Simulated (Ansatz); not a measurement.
Start from Ti in the hcp (Mg type) structure (space group P6_3/mmc, No. 194).

```yaml
crystal:
  lattice:
    - [2.93591, 0.00000, 0.00000]
    - [-1.46796, 2.54258, 0.00000]
    - [0.00000, 0.00000, 4.63642]
  atoms:
    - { symbol: Ti, position: [0.33333, 0.66667, 0.75000] }
    - { symbol: Ti, position: [0.66667, 0.33333, 0.25000] }
```

Cartesian axes are those of the cell as printed.

Level of theory: r2SCAN (Ansatz, a first-principles code), scalar-relativistic without spin-orbit coupling.

Before the change:

| Item | Result |
|---|---|
| Pressure | 0.0 GPa |

The change: uniaxial strain ε_xx = +2.40 %, all other strain components held at zero, atoms relaxed at fixed cell.

### Question
How does this affect the pressure and energy relative to the base?

### Answer
The pressure (mean of the normal stresses, compression positive) goes from zero to -2.7 GPa; the energy increases by 5.5 meV/atom.

Without a gap, meshes like the base's 18×18×10 leave anisotropic stresses uncertain by several tenths of a GPa, and small strain energies with them. Whether these cells are dynamically stable was not tested. The final runs are not spin-polarised.
